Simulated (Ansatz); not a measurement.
System: Mo2SnN (model structure, started from the MAX type, P6₃/mmc, No. 194, 8 atoms in the cell). Method: PBE in Ansatz (PAW).

Numerical settings: plane-wave cutoff 520 eV, 24×24×4 k mesh (along the axes of the cell as run), Fermi–Dirac smearing 0.05 eV, no spin polarisation, scalar-relativistic PAW data made under PBE.

Cell (relaxed at this level):

```xyz
8
Lattice="3.2582 0.0000 0.0000 -1.6291 2.8217 0.0000 0.0000 0.0000 13.0465" Properties=species:S:1:pos:R:3 pbc="T T T"
Sn     0.0000     1.8811     9.7849
Sn     1.6291     0.9406     3.2616
Mo     0.0000     1.8811     0.9909
Mo     1.6291     0.9406     7.5141
Mo     1.6291     0.9406    12.0556
Mo     0.0000     1.8811     5.5324
N      0.0000     0.0000     0.0000
N      0.0000     0.0000     6.5233
```

What does this level give for the bulk modulus?


- bulk modulus: 172 GPa

Note: the run has no spin polarisation, so it can have missed a magnetic state; the bulk modulus is −V dP/dV from two relaxed cells at ±2 % in volume; the relaxation could raise the start's symmetry but not lower it, so the cell can be a saddle point.

Spin–orbit coupling is not included; it can open a gap where bands touch, and shift volumes and moduli.

The computed numbers hold no vibrational or temperature effects.

A model structure was made by putting elements into a prototype or built by hand; it is no filed structure, need not be a known phase, and can be a saddle point held by its symmetry.

Ansatz is a quantum-chemistry and plane-wave program.
